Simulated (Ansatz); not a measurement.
## A computed series for BaTiO3: response to strain

Start from BaTiO₃ in the cubic perovskite structure (space group Pm-3m, No. 221; a = 4.0192 Å).

Strains are applied to the cell and any free atomic positions relax.

Computed with Kohn–Sham DFT with the PBE functional, run in Ansatz (a first-principles code) with PAW and 420 eV plane waves, without spin-orbit coupling.

Notes on the quantities. energy relative to the base: free energy F.

```json
[
 {"variant": "base", "smallest direct gap": "1.90 eV", "band gap": "1.78 eV", "energy relative to the base": "0 meV/atom"},
 {"variant": "isotropic strain +0.60 %", "smallest direct gap": "1.88 eV", "band gap": "1.75 eV", "energy relative to the base": "+2.1 meV/atom"},
 {"variant": "isotropic strain +1.20 %", "smallest direct gap": "1.86 eV", "band gap": "1.71 eV", "energy relative to the base": "+8.2 meV/atom"},
 {"variant": "isotropic strain +1.80 %", "smallest direct gap": "1.83 eV", "band gap": "1.67 eV", "energy relative to the base": "+18 meV/atom"},
 {"variant": "isotropic strain +2.40 %", "smallest direct gap": "1.81 eV", "band gap": "1.63 eV", "energy relative to the base": "+31 meV/atom"},
 {"variant": "isotropic strain +3.00 %", "smallest direct gap": "1.78 eV", "band gap": "1.59 eV", "energy relative to the base": "+48 meV/atom"}
]
```

No phonon test of stability was made. All final runs are without spin polarisation. Many cubic perovskites are stable only at high temperature; tilts and polar distortions were not tested. This is not the structure that BaTiO3 has at room temperature and ambient pressure.
